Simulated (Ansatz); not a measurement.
Base system: BeSe in the zinc blende structure (space group F-43m, No. 216).

```
BeSe
1.0
    0.00000     2.54081     2.54081
    2.54081     0.00000     2.54081
    2.54081     2.54081     0.00000
Be Se
1 1
Direct
  0.00000   0.00000   0.00000
  0.25000   0.25000   0.25000
```

Cartesian axes are those of the cell as printed.

Method: LDA (Ansatz, a quantum-chemistry and plane-wave program; PAW; 420 eV plane waves; without spin-orbit coupling).

It is then changed as follows: a pure shear with ε_xy = ε_yx = 0.0171, atoms relaxed at fixed cell.

Task: Predict the stress tensor and what it implies for the stiffness.

Result: Stress of the strained cell less that of the base (GPa, compression positive):
```
   0.09   -2.43    0.00
  -2.43    0.09    0.00
   0.00    0.00   -0.02
```

Then −Δσ/γ with γ = 2ε = 0.0342 gives secant stiffness values (nonlinear terms included at this strain): C66 ≈ 71 GPa.

As a check, the harmonic strain energy −½ V₀ Δσ:ε is 4.2 meV/atom; the computed energy rise is 4.2 meV/atom.

Stability against distortions was not tested.
